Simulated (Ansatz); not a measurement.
Structures of equal composition on the (111) surface of germanium (Ge plane on top): (√3x√3)R30° Al adatom at H3; (√3x√3)R30° Al adatom at T4. The slabs share one bottom face, and each structure is named by its start. These are constructed structures in small cells; real faces may alloy, dewet or reconstruct in larger ones, and not all known structures of the face are among them. Slabs of about 13 Å, Fermi-Dirac smearing of 0.025 eV. Bottom of the slabs: H caps. Relaxed from the named starts with such symmetry as they have, on meshes of like density; energies extrapolated to zero smearing; spin only where a row says so; no spin-orbit coupling, no U. Brackets mark spin-polarised runs, whose order is one that fits the cell. Where a second, spin-polarised start was run, the lower counts.

Method: PBE (plane waves to 420 eV, PAW; Ansatz, a program for electronic structure).

Question: Put the candidates in order of energy per 1x1 cell, lowest first, for PBE.

Answer: (√3x√3)R30° Al adatom at T4 (0.000 eV, no gap on the mesh), (√3x√3)R30° Al adatom at H3 (0.081 eV, no gap on the mesh)
